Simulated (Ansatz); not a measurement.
A self-consistent single point of Sr4Nb3PO14 (P1, 22 atoms in the cell) with Ansatz (a quantum-chemistry and plane-wave program).

Computed with PBEsol, default PAW files made with PBE (plane waves; Ansatz).

```
CELL_PARAMETERS angstrom
      3.97349     0.00000     0.00000
      0.04255     5.62915     0.00000
      1.97050     0.86540    13.11981
ATOMIC_POSITIONS crystal
  Sr 0.29944 0.05106 0.40335
  Sr 0.70974 0.55303 0.58210
  Sr 0.47998 0.47101 0.09861
  Sr 0.54293 0.95509 0.92070
  Nb 0.84324 0.52506 0.31688
  Nb 0.16342 0.00424 0.67549
  Nb 0.06632 0.44225 0.87226
  P  0.01086 0.01069 0.13852
  O  0.38978 0.98449 0.12496
  O  0.55028 0.40463 0.89772
  O  0.88353 0.75394 0.17850
  O  0.08776 0.11891 0.82417
  O  0.80566 0.77880 0.39345
  O  0.19896 0.28686 0.60148
  O  0.21793 0.81293 0.56382
  O  0.78439 0.30138 0.42493
  O  0.94329 0.12089 0.03437
  O  0.00734 0.63818 0.98222
  O  0.89293 0.19794 0.21648
  O  0.11918 0.64497 0.76194
  O  0.35053 0.49213 0.29358
  O  0.65259 0.97176 0.69443
```

Reference input (self-consistent single point, DFT, PBEsol, plane waves, default PAW files made with PBE): basis.ecutwfc = 420 eV; kpoints.mp_grid.grid = 4 3 1; hamiltonian.xc = pbesol; hamiltonian.pseudopotentials = {kind: paw} (the program's default PAW files); scf.occupations.method = fermi_dirac; scf.occupations.width = 0.01 eV. This run's input differs from it in these lines:

Ansatz 0.2 input:
```diff
@@ -29,3 +29,3 @@
 basis:
-  ecutwfc: 420.0
+  ecutwfc: 545.0
 kpoints:
```

Output (repeated stretches shortened):

```
SCF iter   1: F=—  HF=-36075.265946 eV  |F-HF|=—  |Δ(HF+E_count)|=         —  Δρ=1.57e-2  dr2=7.00e-1  ethr=1.77e-3  ⟨swp⟩=9.6  Hψ=3956  notcnv=0  defer=46
all-band conjugate gradients solve this SCF's bands
preconditioner: auto → Resta (q_TF=auto, 2.486 Å⁻¹)
SCF iter   2: F=—  HF=-36075.137364 eV  |F-HF|=—  |Δ(HF+E_count)|=   1.29e-1  Δρ=5.93e-3  dr2=1.05e-1  ethr=4.17e-4  ⟨swp⟩=3.0  Hψ=1324  notcnv=0  defer=102
   [... lines left out ...]
SCF iter   7: F=—  HF=-36075.115761 eV  |F-HF|=—  |Δ(HF+E_count)|=   4.22e-4  Δρ=4.91e-5  dr2=7.31e-6  ethr=3.43e-8  ⟨swp⟩=2.0  Hψ=1090  notcnv=0  defer=102
SCF iter   8: F=—  HF=-36075.115764 eV  |F-HF|=—  |Δ(HF+E_count)|=   2.44e-6  Δρ=3.73e-5  dr2=3.71e-6  ethr=4.35e-9  ⟨swp⟩=2.1  Hψ=1113  notcnv=0  defer=102
SCF iter   9: F=—  HF=-36075.115763 eV  |F-HF|=—  |Δ(HF+E_count)|=   4.36e-7  Δρ=8.80e-6  dr2=2.37e-7  ethr=2.21e-9  ⟨swp⟩=2.3  Hψ=1091  notcnv=0  defer=102
SCF iter  10: F=-36075.115764 eV  HF=-36075.115764 eV  |F-HF|=2.12e-8  |Δ(HF+E_count)|=   4.74e-8  Δρ=3.43e-6  dr2=3.39e-8  ethr=5.95e-11  ⟨swp⟩=17.9  Hψ=4500  notcnv=0
SCF 1 converged in 10 iterations: F = -36075.115764 eV  dr2 = 3.39e-8
Free energy (F): -36075.115764 eV
Internal energy: -36075.115764 eV  (E = F + TS)
E sigma→0 (E₀):  -36075.115764 eV
Fermi energy:    9.849136 eV
--- Forces (eV/Å), atoms counted from 1 ---
  atom   1  Sr    -0.00249816     0.01508069    -0.03669139
  atom   2  Sr    -0.01099968    -0.00694894     0.05733430
  atom   3  Sr     0.01968446    -0.05231991    -0.00371951
  atom   4  Sr    -0.01598292    -0.16919958     0.01178706
  atom   5  Nb     0.00885425     0.00818271    -0.23330404
  atom   6  Nb     0.00321480    -0.15930741     0.07951744
  atom   7  Nb    -0.00678978    -0.32861788     0.26691897
  atom   8  P     -0.60863699    -0.18689325     0.23375482
  atom   9  O      1.30978225    -0.08479300    -0.15970460
   [... lines left out ...]
  atom  22  O      0.01153223    -0.06499921     0.09237434
--- Stress (GPa, compression-positive) ---
        2.045114      -0.018971      -0.017615
       -0.018970       1.767209      -0.152404
       -0.017617      -0.152405       1.526519
  P = ⅓ Tr σ = 1.7796 GPa (17.796 kbar)
  The stress holds the Pulay correction. Without it, at fixed plane waves, as pw.x and ABINIT print it: P = 1.7637 GPa
```

The run converged in 10 iterations. Against the reference run the free energy falls by 3.9 meV/atom, the pressure moves little (1.77 to 1.78 GPa), the largest force moves little (1.320 to 1.322 eV/Å) and the gap on the mesh stays at 2.528 eV.

The starting cell comes from a database of computed structures (which also holds hypothetical and non-ambient phases and stackings), without a prior relaxation at this level. Its lattice was rescaled by a random factor within 2.5 % of one. Forces in this geometry exceed 1 eV/Å. Ansatz's pressure includes its estimate of the finite-basis (Pulay) stress.

Cost on one core of a shared machine: roughly 40 s.
